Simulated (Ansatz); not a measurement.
Ansatz (a first-principles code) run on MgPt₇ (Fm-3m, 8 atoms in the cell): self-consistent single point.

Computed with PBEsol with spin-orbit coupling, default PAW files made with PBE (plane waves; Ansatz).

```
CELL_PARAMETERS angstrom
      0.00000     3.93653     3.93653
      3.93653     0.00000     3.93653
      3.93653     3.93653     0.00000
ATOMIC_POSITIONS crystal
  Mg 0.00000 0.00000 0.00000
  Pt 0.50000 0.00000 0.00000
  Pt 0.50000 0.00000 0.50000
  Pt 0.00000 0.50000 0.50000
  Pt 0.00000 0.50000 0.00000
  Pt 0.50000 0.50000 0.00000
  Pt 0.00000 0.00000 0.50000
  Pt 0.50000 0.50000 0.50000
```

Reference input (self-consistent single point, DFT, PBEsol, plane waves, default PAW files made with PBE): kpoints.mp_grid.grid = 6 6 6; hamiltonian.xc = pbesol; hamiltonian.pseudopotentials = {kind: paw} (the program's default PAW files); scf.occupations.method = gaussian; scf.occupations.width = 0.272 eV. This run's input differs from it in these lines:

Ansatz 0.2 input:
```diff
@@ -20,2 +20,5 @@
   pseudopotentials: { kind: paw }
+magnetization:
+  noncollinear: true
+  spin_orbit: true
 scf:
```

Log, with long lists cut:

```
SCF iter   1: F=—  HF=-88844.821162 eV  |F-HF|=—  |Δ(HF+E_count)|=         —  Δρ=1.14e-1  dr2=2.10e1  dr2_m=0.00e0 (ungated)  ethr=3.10e-3  |M|=0.00e0 ∫|m|=0.00e0 μB  |m|>n=0.0e0 m-floor=0.0e0 τ_xc=0.0e0  β_m=0.30  ⟨swp⟩=5.7  Hψ=5523  notcnv=0  defer=4
all-band conjugate gradients solve this SCF's bands
preconditioner: auto → Kerker (q_TF=auto, 2.778 Å⁻¹)
spin=Noncollinear: Kerker preconditioning applied to the charge; magnetization (m_x, m_y, m_z) channels mix plain (no charge-response kernel on spin).
   [... lines left out ...]
SCF iter   9: F=—  HF=-88839.138812 eV  |F-HF|=—  |Δ(HF+E_count)|=   4.31e-4  Δρ=1.52e-5  dr2=2.98e-7  dr2_m=0.00e0 (ungated)  ethr=3.53e-9  |M|=0.00e0 ∫|m|=0.00e0 μB  |m|>n=0.0e0 m-floor=0.0e0 τ_xc=0.0e0  β_m=0.99  ⟨swp⟩=2.2  Hψ=1679  notcnv=0  defer=232
SCF iter  10: F=-88839.138812 eV  HF=-88839.138812 eV  |F-HF|=6.20e-9  |Δ(HF+E_count)|=   4.13e-8  Δρ=3.81e-6  dr2=1.51e-8  dr2_m=0.00e0 (ungated)  ethr=7.35e-11  |M|=0.00e0 ∫|m|=0.00e0 μB  |m|>n=0.0e0 m-floor=0.0e0 τ_xc=0.0e0  ⟨swp⟩=9.6  Hψ=5299  notcnv=0
SCF 1 converged in 10 iterations: F = -88839.138812 eV  dr2 = 1.51e-8
Magnetization: |M| = 0.0000 μB,  M = (+0.0000, +0.0000, +0.0000) μB
Absolute magnetization: 0.0000 μB (∫|m|)
  site 0: m = (+0.0000, +0.0000, +0.0000) μB, |m| = 0.0000 μB  (R = 1.15 Å)
  site 1: m = (+0.0000, +0.0000, +0.0000) μB, |m| = 0.0000 μB  (R = 1.15 Å)
  site 2: m = (+0.0000, +0.0000, +0.0000) μB, |m| = 0.0000 μB  (R = 1.15 Å)
  site 3: m = (+0.0000, +0.0000, +0.0000) μB, |m| = 0.0000 μB  (R = 1.15 Å)
  site 4: m = (+0.0000, +0.0000, +0.0000) μB, |m| = 0.0000 μB  (R = 1.15 Å)
  site 5: m = (+0.0000, +0.0000, +0.0000) μB, |m| = 0.0000 μB  (R = 1.15 Å)
  site 6: m = (+0.0000, +0.0000, +0.0000) μB, |m| = 0.0000 μB  (R = 1.15 Å)
  site 7: m = (+0.0000, +0.0000, +0.0000) μB, |m| = 0.0000 μB  (R = 1.15 Å)
Free energy (F): -88839.138812 eV
   [... lines left out ...]
Fermi energy:    21.213755 eV
   [... lines left out ...]
  atom   1  Mg    -0.00000000     0.00000000    -0.00000000
   [... zero for the other atoms too ...]
--- Stress (GPa, compression-positive) ---
       -3.791444      -0.000000      -0.000000
       -0.000000      -3.791444       0.000000
        0.000000       0.000000      -3.791444
  P = ⅓ Tr σ = -3.7914 GPa (-37.914 kbar)
  The stress holds the Pulay correction. Without it, at fixed plane waves, as pw.x and ABINIT print it: P = -3.8491 GPa
```

The run converged in 10 iterations. Against the reference run the pressure goes from -3.69 to -3.79 GPa.

The starting cell comes from a database of computed structures (which also holds hypothetical and non-ambient phases and stackings), without a prior relaxation at this level. With a pressure of about -4 GPa the cell is away from its equilibrium volume at this level. Ansatz's pressure includes its estimate of the finite-basis (Pulay) stress.

Cost on one core of a shared machine: roughly 60 s.
